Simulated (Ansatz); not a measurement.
Band structure of RbSr₃ (I4/mmm, 4 atoms in the cell).

```xyz
4
Lattice="-3.0907 3.0907 6.3760 3.0907 -3.0907 6.3760 3.0907 3.0907 -6.3760" Properties=species:S:1:pos:R:3 pbc="T T T"
Rb     0.0000     0.0000     0.0000
Sr     0.0000     3.0907     3.1880
Sr     3.0907     0.0000     3.1880
Sr     0.0000     0.0000     6.3760
```

Level of theory: PBEsol, PAW files made with PBE (plane waves; Ansatz, a first-principles code).

Settings: basis.ecutwfc = 420 eV; kpoints.mp_grid.grid = 5 5 5; hamiltonian.xc = pbesol; hamiltonian.pseudopotentials = {kind: paw} (the program's default PAW files); scf.occupations.method = fermi_dirac; scf.occupations.width = 0.1 eV; kpoints.band_path.npoints = 8.

The starting cell comes from a database of computed structures (which also holds hypothetical and non-ambient phases and stackings), without a prior relaxation at this level.

Levels in eV from the Fermi level, bands 17 to 23:
```
point     17     18     19     20    21    22    23
-----  -----  -----  -----  -----  ----  ----  ----
Γ      -3.25  -0.38   0.15   0.44  0.66  0.84  0.84
X      -1.17  -1.12  -0.98  -0.43  0.09  0.39  0.99
Y      -1.26  -1.21  -1.01  -0.59  0.31  0.65  0.97
S      -1.66  -1.64  -1.21   0.24  0.65  0.83  1.00
Z      -2.27  -1.97  -0.29  -0.28  0.60  0.60  1.05
S1     -1.66  -1.64  -1.21   0.24  0.65  0.83  1.00
N      -1.94  -1.69  -0.15  -0.13  0.63  0.83  0.95
P      -1.16  -1.05  -1.05  -0.52  0.30  0.59  0.59
Y1     -1.26  -1.21  -1.01  -0.59  0.31  0.65  0.97
```

Bands cross the Fermi level along this path, so the cell is metallic at this level.

Keys are those of Ansatz 0.2.
